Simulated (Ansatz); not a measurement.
**CsSnBr3: response to strain**

Base system: CsSnBr₃ in the cubic perovskite structure (space group Pm-3m, No. 221; a = 5.764 Å). Axes: x, y, z lie along the cube axes.

Strains are applied to the cell and any free atomic positions relax; under biaxial strain the out-of-plane vector relaxes too.

Method: PBEsol (Ansatz, a program for electronic structure), no spin-orbit coupling.

Candidates:
(a) biaxial strain +0.88 %, plane normal [001], relaxed out of plane
(b) uniaxial strain ε_xx = +1.49 %
(c) biaxial strain +1.03 %, plane normal [111], relaxed out of plane
(d) biaxial strain −4.34 %, plane normal [110], relaxed out of plane

For the base:

The band gap comes out as 0.22 eV.

Q: Order them by band gap, highest first.

A: (a) biaxial strain +0.88 %, plane normal [001], relaxed out of plane (0.27 eV), (b) uniaxial strain ε_xx = +1.49 % (0.23 eV), (c) biaxial strain +1.03 %, plane normal [111], relaxed out of plane (0.21 eV), (d) biaxial strain −4.34 %, plane normal [110], relaxed out of plane (zero)

No phonon test of stability was made. All final runs are without spin polarisation. Many cubic perovskites are stable only at high temperature; tilts and polar distortions were not tested. Gaps under 0.05 eV, about the width of the smearing, are given as zero. The zero or small gap of CsSnBr3 can change with the level of theory.
